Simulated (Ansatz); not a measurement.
A user runs Ansatz (an electronic-structure program) on Cl (Cmce, 4 atoms in the cell) and asks whether the run is sound. The aim is a self-consistent single point with DFT, PBE, plane waves, PAW files.

Cell that was meant: a = 3.7740 Å, b = 3.7740 Å, c = 8.1163 Å, α = 90.00°, β = 90.00°, γ = 108.65°.

Part of the input:

Ansatz 0.2 input:
```yaml
    - { symbol: Cl, position_ang: [2.742476, -0.000000, 3.222162] }
    - { symbol: Cl, position_ang: [1.659572, 0.000000, 4.894114] }
    - { symbol: Cl, position_ang: [0.541452, -0.000000, 0.835976] }
total_charge: -1.0
basis:
  ecutwfc: 420.0 eV
kpoints:
```

Log, with long lists cut:

```
WARN ansatz: RAYON_NUM_THREADS=1 ignored (pool sized by the plan → 1); use --threads N
Pseudopotentials: kind: paw
   [... lines left out ...]
Bands: 19, of which v1, the nominal top of the filled ones, is band 15 counted from 1 (14 counted from 0)
Symmetry: 8 space group operations
Space group: Cmce (ITA 64), of the structure as read, at distance tolerance 4.8e-5 Å
k-points: 63 of 256
Initial density: superposition of atomic densities (chi_scale 0.1, normalization cell)
Initial wavefunctions: pseudopotential atomic-orbital guess
Eigensolver: davidson
Functional: x = pbe(κ = 0.804, μ = 0.2195149727645171), c = pbe(β = 0.06672455060314922)
SCF iter   1: F=—  HF=-4314.605900 eV  |F-HF|=—  |Δ(HF+E_count)|=         —  Δρ=4.06e-2  dr2=1.51e0  ethr=3.10e-3  ⟨swp⟩=8.0  Hψ=7610  notcnv=0
all-band conjugate gradients solve this SCF's bands
preconditioner: auto → Kerker (q_TF=auto, 2.186 Å⁻¹)
SCF iter   2: F=—  HF=-4314.193557 eV  |F-HF|=—  |Δ(HF+E_count)|=   4.12e-1  Δρ=2.10e-2  dr2=4.12e-1  ethr=3.10e-3  ⟨swp⟩=3.6  Hψ=2787  notcnv=0
   [... lines left out ...]
SCF iter   6: F=—  HF=-4314.042851 eV  |F-HF|=—  |Δ(HF+E_count)|=   6.73e-5  Δρ=3.34e-5  dr2=1.23e-6  ethr=9.65e-8  ⟨swp⟩=2.0  Hψ=1928  notcnv=0
SCF iter   7: F=—  HF=-4314.042853 eV  |F-HF|=—  |Δ(HF+E_count)|=   2.31e-6  Δρ=7.68e-6  dr2=1.02e-7  ethr=3.45e-10  ⟨swp⟩=9.5  Hψ=7269  notcnv=0
SCF iter   8: F=-4314.042853 eV  HF=-4314.042853 eV  |F-HF|=6.92e-9  |Δ(HF+E_count)|=   1.06e-7  Δρ=2.29e-6  dr2=9.78e-9  ethr=3.45e-10  ⟨swp⟩=5.8  Hψ=5512  notcnv=0
SCF 1 converged in 8 iterations: F = -4314.042853 eV  dr2 = 9.78e-9
Free energy (F): -4314.042853 eV
Internal energy: -4314.035212 eV  (E = F + TS)
E sigma→0 (E₀):  -4314.039033 eV
Entropy (-TS):   -0.007642 eV (-1.910 meV/atom)
Fermi energy:    4.065986 eV
--- Forces (eV/Å), atoms counted from 1 ---
  atom   1  Cl    -2.21807786    -0.00000000    -3.46050543
  atom   2  Cl     2.21807786    -0.00000000    -3.46050543
  atom   3  Cl    -2.21807786     0.00000000     3.46050543
  atom   4  Cl     2.21807786     0.00000000     3.46050543
--- Stress (GPa, compression-positive) ---
        7.907750       0.000000      -0.000000
        0.000000       1.688721       0.000000
       -0.000000       0.000000      19.860969
  P = ⅓ Tr σ = 9.8191 GPa (98.191 kbar)
  The stress holds the Pulay correction. Without it, at fixed plane waves, as pw.x and ABINIT print it: P = 9.8129 GPa
```

Q: Can these results be used? Check the input.

A: The run is not sound. The fault is an unintended net charge. A charged periodic cell changes the electron count and is neutralised by a uniform background, so energy, forces and pressure belong to another system. To fix it, remove the charge. The run converged in 8 iterations without an error; against the sound input the pressure goes from 2.05 to 9.82 GPa, the largest force goes from 0.495 to 4.110 eV/Å and no clean gap remains on the mesh (levels overlap or are partly filled), against 2.58 eV before.

The sound input it was made from differs as follows (other fixes are possible):
```diff
-total_charge: -1.0
```

With that input, the run converged in 7 iterations: free energy E − TS (on the zero of these files) -4317.8630 eV; top of the valence band (on the code's own zero) 0.95 eV; gap on the k-point mesh 2.58 eV; pressure 2.05 GPa; largest force (vector length) 0.495 eV/Å (DFT, PBE, plane waves, PAW files).

On the sound input: the starting cell has typed, rounded lattice constants, without a prior relaxation at this level. Its lattice was rescaled by a random factor within 2.5 % of one. Ansatz's pressure includes its estimate of the finite-basis (Pulay) stress.
